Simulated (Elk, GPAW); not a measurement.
A GPAW input for a self-consistent single point of Co3ReB4 (Pm, 8 atoms in the cell) (DFT PBEsol, plane waves, GPAW PAW datasets PBEsol (made by gpaw-setup)):

```python
from ase import Atoms
from ase.units import GPa
from gpaw import GPAW, PW

atoms = Atoms(['Co', 'Co', 'Co', 'Re', 'B', 'B', 'B', 'B'],
              cell=[[4.125950, 0.000000, 0.000000],
                    [0.000000, 3.031950, 0.000000],
                    [-0.133364, 0.000000, 5.413197]],
              scaled_positions=[[0.869770, 0.000000, 0.173460],
                                [0.371560, 0.500000, 0.320080],
                                [0.127180, 0.500000, 0.826260],
                                [0.630630, 0.000000, 0.679220],
                                [0.128360, 0.000000, 0.520390],
                                [0.366900, 0.000000, 0.044710],
                                [0.900090, 0.500000, 0.450310],
                                [0.605510, 0.500000, 0.985570]],
              pbc=True)

calc = GPAW(mode=PW(900),
            xc='PBEsol',
            kpts={'size': (5, 7, 4), 'gamma': True},
            occupations={'name': 'methfessel-paxton', 'width': 0.05, 'order': 0},
            nbands=-12,
            convergence={'density': 1e-05, 'energy': 1e-05},
            symmetry={'symmorphic': False, 'tolerance': 0.0005},
            maxiter=120)

atoms.calc = calc

energy = atoms.get_potential_energy()
print('Energy (eV):', round(energy, 6))
forces = atoms.get_forces()
print('Forces (eV/Ang):')
print(forces.round(5))
stress = atoms.get_stress()
print('Stress (GPa, Voigt):', (stress / GPa).round(4))
```

Task: Write the same calculation as an input for Elk.

Result: This is the input that was run; spellings and numerical settings could be chosen otherwise.

```
tasks
  0

xctype
  22

rgkmax
  7.0

rmtscf
  0.85

stype
  0

swidth
  0.00183747

avec
    7.7969155039    0.0000000000    0.0000000000
    0.0000000000    5.7295551236    0.0000000000
   -0.2520214349    0.0000000000   10.2294597886

atoms
  3   : nspecies
  'Co.in'   : spfname
  3   : natoms; atposl, bfcmt below
  0.8697700000  0.0000000000  0.1734600000    0.0 0.0 0.0
  0.3715600000  0.5000000000  0.3200800000    0.0 0.0 0.0
  0.1271800000  0.5000000000  0.8262600000    0.0 0.0 0.0
  'Re.in'   : spfname
  1   : natoms; atposl, bfcmt below
  0.6306300000  0.0000000000  0.6792200000    0.0 0.0 0.0
  'B.in'   : spfname
  4   : natoms; atposl, bfcmt below
  0.1283600000  0.0000000000  0.5203900000    0.0 0.0 0.0
  0.3669000000  0.0000000000  0.0447100000    0.0 0.0 0.0
  0.9000900000  0.5000000000  0.4503100000    0.0 0.0 0.0
  0.6055100000  0.5000000000  0.9855700000    0.0 0.0 0.0

ngridk
  5 7 4
```

Basis, cutoffs, solver keys and any potentials are the target program's own. This input uses DFT, PBEsol, all-electron FP-LAPW, Elk's shipped species files, default APW+lo basis.

The starting cell comes from a database of computed structures (which also holds hypothetical and non-ambient phases and stackings), without a prior relaxation at this level.
